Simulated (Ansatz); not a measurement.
# Response to strain in Pd

The reference is Pd in the fcc (Cu type) structure (space group Fm-3m, No. 225; a = 3.8414 Å; relaxed with 0.1 eV smearing). Axes: x, y, z lie along the cube axes.

Strains are applied to the cell and any free atomic positions relax.

Computed with plane-wave PAW DFT at the LDA level (Ansatz, a quantum-chemistry and plane-wave program, 420 eV), without spin-orbit coupling.

Notes on the quantities. energy relative to the base: free energy F; pressure: mean of the normal stresses, compression positive.

| variant | energy relative to the base | shortest interatomic distance | pressure |
|---|---|---|---|
| base | 0 meV/atom | 2.716 Å | 0.0 GPa |
| tensor shear ε_xy = +0.57 % | [?] | [?] | 0.0 GPa |
| tensor shear ε_xy = +0.29 % | +0.1 meV/atom | 2.708 Å | 0.0 GPa |
| tensor shear ε_xy = +1.43 % | +3.4 meV/atom | 2.677 Å | 0.2 GPa |
| tensor shear ε_xy = +0.86 % | +1.2 meV/atom | 2.693 Å | 0.1 GPa |
| tensor shear ε_xy = +1.71 % | +4.8 meV/atom | 2.670 Å | 0.3 GPa |
| tensor shear ε_xy = +2.00 % | +6.6 meV/atom | 2.662 Å | 0.4 GPa |
| tensor shear ε_xy = +1.14 % | +2.1 meV/atom | 2.685 Å | 0.1 GPa |

Q: Complete the table.

A: 
- tensor shear ε_xy = +0.57 %, energy relative to the base: +0.5 meV/atom
- tensor shear ε_xy = +0.57 %, shortest interatomic distance: 2.701 Å

No phonon test of stability was made. The final runs are not spin-polarised.
